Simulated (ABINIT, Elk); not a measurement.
An Elk input for a self-consistent single point of GaPPt5 (P4/mmm, 7 atoms in the cell) (DFT, PBEsol, all-electron FP-LAPW, Elk's shipped species files, APW+lo basis with extra local orbitals):

```
tasks
  0

xctype
  22

tforce
  .true.

rgkmax
  7.5

gmaxvr
  18.0

lmaxapw
  10

lmaxo
  8

nxlo
  2

lorbcnd
  .true.

lradstp
  2

nrmtscf
  2.0

rmtscf
  0.85

lmaxi
  4

stype
  0

swidth
  0.00367493

maxscl
  100

avec
    7.2729511413    0.0000000000    0.0000000000
    0.0000000000    7.2729511413    0.0000000000
    0.0000000000    0.0000000000   12.7810322528

sppath
  'species/'

atoms
  3
  'Ga.in'
  1
  0.5000000000  0.5000000000  0.0000000000    0.0 0.0 0.0
  'P.in'
  1
  0.0000000000  0.0000000000  0.5000000000    0.0 0.0 0.0
  'Pt.in'
  5
  0.0000000000  0.5000000000  0.2899200000    0.0 0.0 0.0
  0.0000000000  0.5000000000  0.7100800000    0.0 0.0 0.0
  0.5000000000  0.0000000000  0.2899200000    0.0 0.0 0.0
  0.5000000000  0.0000000000  0.7100800000    0.0 0.0 0.0
  0.0000000000  0.0000000000  0.0000000000    0.0 0.0 0.0

ngridk
  7 7 4
```

### Question
Give the ABINIT input for the same structure, mesh, smearing and functional.

### Answer
One input that does it (others would too):

```
# GaPPt5, PseudoDojo nc-sr-04 PBEsol standard
pp_dirpath "./"
pseudos "Ga.upf, P.upf, Pt.upf"
acell 3.8486800000 3.8486800000 6.7634310000 Angstrom
rprim
         1.0000000000    0.0000000000    0.0000000000
         0.0000000000    1.0000000000    0.0000000000
         0.0000000000    0.0000000000    1.0000000000
natom 7
ntypat 3
znucl 31 15 78
typat 1 2 3 3 3 3 3
xcart
         3.6364755707    3.6364755707    0.0000000000
         0.0000000000    0.0000000000    6.3905161264
         0.0000000000    3.6364755707    3.7054768707
         0.0000000000    3.6364755707    9.0755553821
         3.6364755707    0.0000000000    3.7054768707
         3.6364755707    0.0000000000    9.0755553821
         0.0000000000    0.0000000000    0.0000000000
ecut 42 Ha
occopt 7
tsmear 0.00367493
nband 67
kptopt 1
ngkpt 7 7 4
nshiftk 1
shiftk 0 0 0
nstep 80
tolvrs 1.0e-10
prtwf 0
prtden 0
enunit 1
```

Basis, cutoffs, solver keys and any potentials are the target program's own. This input uses DFT, PBEsol, plane waves, norm-conserving pseudopotentials (PseudoDojo nc-sr-04 PBEsol standard).

The starting cell comes from a database of computed structures (which also holds hypothetical and non-ambient phases and stackings), without a prior relaxation at this level. Its lattice was rescaled by a random factor within 2.5 % of one.
